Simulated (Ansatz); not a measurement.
A computed series for SnO: response to strain

The reference is SnO (space group P4/nmm, No. 129; layered, stacked along the Cartesian z axis).

```
CELL_PARAMETERS angstrom
      3.83709     0.00000     0.00000
      0.00000     3.83709     0.00000
      0.00000     0.00000     4.75881
ATOMIC_POSITIONS crystal
  Sn 0.50000 0.00000 0.75657
  Sn 0.00000 0.50000 0.24343
  O  0.50000 0.50000 0.00000
  O  0.00000 0.00000 0.00000
```

Strains are applied to the cell and any free atomic positions relax.

Method: PBE-D3(BJ), PAW, 420 eV (Ansatz, a program for electronic structure; scalar-relativistic without spin-orbit coupling).

Notes on the quantities. pressure: mean of the normal stresses, compression positive; energy relative to the base: free energy F.

```tsv
case	shortest interatomic distance	pressure	energy relative to the base	largest internal atomic displacement
base	2.241 Å	0.0 GPa	0 meV/atom	–
isotropic strain −3.00 %	2.208 Å	(withheld)	(withheld)	(withheld)
isotropic strain −2.40 %	2.215 Å	3.9 GPa	+14 meV/atom	0.052 Å
isotropic strain −1.80 %	2.221 Å	2.9 GPa	+8.1 meV/atom	0.039 Å
isotropic strain −1.20 %	2.228 Å	1.9 GPa	+3.6 meV/atom	0.026 Å
isotropic strain −0.60 %	2.234 Å	0.9 GPa	+0.9 meV/atom	0.013 Å
```

### Question
Complete the table.

### Answer

- isotropic strain −3.00 %, pressure: 5.1 GPa
- isotropic strain −3.00 %, energy relative to the base: +23 meV/atom
- isotropic strain −3.00 %, largest internal atomic displacement: 0.065 Å

Stability against distortions was not tested. All final runs are without spin polarisation.
